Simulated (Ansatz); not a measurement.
Abridged Ansatz (a quantum-chemistry and plane-wave program) output:

```
Pseudopotential: Zr, paw, valence charge 12
Pseudopotential: C, paw, valence charge 4
Pseudopotential: O, paw, valence charge 6
Crystal: 12 atoms, lattice volume = 139.796 Å³
Basis set: ecut = 500 eV, 3547 PW (Γ), exchange–correlation on 192×192×192 points (64 copies of the dense FFT grid, shifted against one another)
Bands: 58, of which v1, the nominal top of the filled ones, is band 46 counted from 1 (45 counted from 0)
Symmetry: 8 space group operations
k-points: 196 of 2197 (time reversal used)
Functional: x = r2scan, c = r2scan; τ floored in thin density (d = 2e-4 eV/Å³)
SCF iter   1: F=—  HF=-20707.649715 eV  |F-HF|=—  |Δ(HF+E_count)|=         —  Δρ=1.03e-1  dr2=2.41e1  dr2_τ=1.33e0  ethr=3.10e-3  ⟨swp⟩=5.8  Hψ=38629  notcnv=0  defer=379
SCF iter   2: F=—  HF=-20704.675317 eV  |F-HF|=—  |Δ(HF+E_count)|=    2.97e0  Δρ=4.24e-2  dr2=3.11e0  dr2_τ=4.85e-1  ethr=3.10e-3  ⟨swp⟩=3.0  Hψ=21326  notcnv=0  defer=377
SCF 1 converged in 12 iterations: F = -20704.770865 eV  dr2 = 2.88e-10
SCF converged after 12 iterations
Free energy (F): -20704.770865 eV
Internal energy: -20704.726355 eV  (E = F + TS)
E sigma→0 (E₀):  -20704.748610 eV
Entropy (-TS):   -0.044511 eV (-3.709 meV/atom)
Fermi energy:    12.017564 eV
--- Forces (eV/Å), atoms counted from 1 ---
  atom   1  Zr    -0.00002563    -0.00000000    -0.00000000
  atom   2  Zr     0.00002563     0.00000000     0.00000000
  atom   3  Zr     0.00000000    -0.00002563     0.00000000
  atom   4  Zr    -0.00000000     0.00002563    -0.00000000
  atom   5  C     -0.00000000    -0.00000000     0.00000000
  atom   6  O      0.00000000     0.00000000     0.00000000
  atom   7  O      0.00000000     0.00000000    -0.00000000
  atom   8  C     -0.00000000     0.00000000     0.00000000
  atom   9  O     -0.00000000    -0.00000000    -0.00000725
  atom  10  O     -0.00000000    -0.00000000     0.00000725
  atom  11  O     -0.00000000     0.00000000     0.00000725
  atom  12  O     -0.00000000     0.00000000    -0.00000725
--- Stress (GPa, compression-positive) ---
       -0.000414      -0.000000       0.000000
        0.000000      -0.000414      -0.000000
       -0.000000      -0.000000       0.000545
  P = ⅓ Tr σ = -0.0001 GPa (-0.001 kbar)
```

Problem. What was computed, and what are the main results?

Solution. Zr2CO3, 12 atoms in the cell, with r2SCAN (Ansatz, PAW, no SOC), earlier PAW set. The last SCF converged to F = -20704.770865 eV, or -1725.3976 eV per atom, at a pressure of 0.00 GPa. The total energy compares only with runs of the same code, potentials and settings.

A trial with spin polarisation found a lower state for one case, which could not be relaxed; the values given are those without spin. These are small ordered cells, not random alloys; other orderings at the same x differ. No phonon test of stability was made. The final runs are not spin-polarised. The cell was made from ZrO2 by this change: x(C) = 0.25, 12 atoms, I-42d.
